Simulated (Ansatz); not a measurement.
Take Os in the hcp (Mg type) structure (space group P6_3/mmc, No. 194; relaxed with 0.1 eV smearing) as the base.

```yaml
crystal:
  lattice:
    - [2.72903, 0.00000, 0.00000]
    - [-1.36451, 2.36341, 0.00000]
    - [0.00000, 0.00000, 4.30906]
  atoms:
    - { symbol: Os, position: [0.66667, 0.33333, 0.75000] }
    - { symbol: Os, position: [0.33333, 0.66667, 0.25000] }
```

Cartesian axes are those of the cell as printed.

Level of theory: plane-wave PAW DFT at the PBEsol level (Ansatz, an electronic-structure program, 420 eV), spin-orbit coupling left out.

Before the change:

The shortest interatomic distance is 2.669 Å.

It is then changed as follows: tensile biaxial strain of 2.00 % in the plane normal to [001], as in epitaxy on a mismatched substrate; the out-of-plane cell vector and the atoms relax.

Question: How does this affect the in-plane stress, out-of-plane strain and shortest interatomic distance?

Answer: The mean in-plane stress (compression positive) amounts to -15.9 GPa; the out-of-plane strain comes out as -1.08 %; the shortest interatomic distance stays 2.669 Å.

No phonon test of stability was made. The final runs are not spin-polarised.
